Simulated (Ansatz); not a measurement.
Functionals compared on the (211) surface of germanium in its 1x1 cell, relaxed from an ideal cut (the real face may reconstruct), outermost plane spacing 1.18 Å in the ideal cut (in the relaxation like top atoms buckled by 0.8 Å), in Ansatz (plane waves, PAW). The structure was relaxed with PBE; the other rows are single points on it, each with its references at the same level. Cutoff 420 eV (500 eV for r2SCAN).

Set-up: 20 atoms, 10.6 Å thick at the start; mesh 6x3x1; 0.025 eV smearing; dipole correction on; all atoms relaxed; symmetry of the start imposed; no spin (no spin-polarised run to compare, though such a face may carry moments), no spin-orbit, no U. The slab shows no gap on its mesh. These notes are the PBE run's.

```csv
functional,surface energy (J/m²),work function of the top face (eV),rough cost of the single point
PBE,1.04,4.52,–
LDA,1.28,4.76,roughly 3 core-minutes
PBEsol,1.19,4.58,around 3.0 core-minutes (rough)
RPBE,0.94,4.42,about 3.0 core-minutes (a rough figure)
r2SCAN,1.28,4.69,about 5 core-minutes (a rough figure)
```

Ansatz is an electronic-structure program.
